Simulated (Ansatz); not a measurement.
Effect of biaxial strain −1.18 %, plane normal [001], relaxed out of plane on CdSe

Consider CdSe in the wurtzite structure (space group P6_3mc, No. 186; a = 4.3829 Å, c = 7.1547 Å). Axes: x lies along a and z along c of the hexagonal cell.

It is then changed as follows: biaxial strain −1.18 %, plane normal [001], relaxed out of plane (Cartesian); in-plane vectors clamped, the third vector and the atoms free.

Method: plane-wave PAW DFT at the PBE level (Ansatz, an electronic-structure program, 420 eV), no spin-orbit coupling, earlier PAW set. Settings: 9×9×5 k-points, 0.05 eV Fermi–Dirac smearing.

The shortest interatomic distance decreases by 1.4 pm (268.2 pm → 266.8 pm) and the pressure (mean of the normal stresses, compression positive) goes from zero to 0.62 GPa. The band gap falls by 0.01 eV to 0.53 eV and the gap character stays direct at Γ. The width of the top valence band increases by 0.07 eV (1.56 eV → 1.63 eV) and the electron mass becomes 0.059 mₑ (at Γ) (base: 0.057 mₑ (at Γ)). The valence-band top at Γ (three highest levels, from the VBM) goes from 0.00, 0.00, -0.04 eV to 0.00, 0.00, -0.14 eV and the out-of-plane strain is +1.00 %. The ratio −ε⊥/ε∥ comes out as 0.85 and the mean in-plane stress (compression positive) comes out as +0.9 GPa.

Final structure (turned so that z lies along the plane normal):

```
CELL_PARAMETERS angstrom
      4.33116     0.00000     0.00000
      2.16558     3.75089     0.00000
      0.00000     0.00000     7.22619
ATOMIC_POSITIONS crystal
  Cd 0.66667 0.66667 0.99822
  Cd 0.33333 0.33333 0.49822
  Se 0.66667 0.66667 0.62698
  Se 0.33333 0.33333 0.12698
```

Cost of the whole job for the changed cell (relaxation, final SCF and bands): around 90 core-seconds (rough).

Effective masses come from finite differences of ±0.01 Å⁻¹. Whether these cells are dynamically stable was not tested.
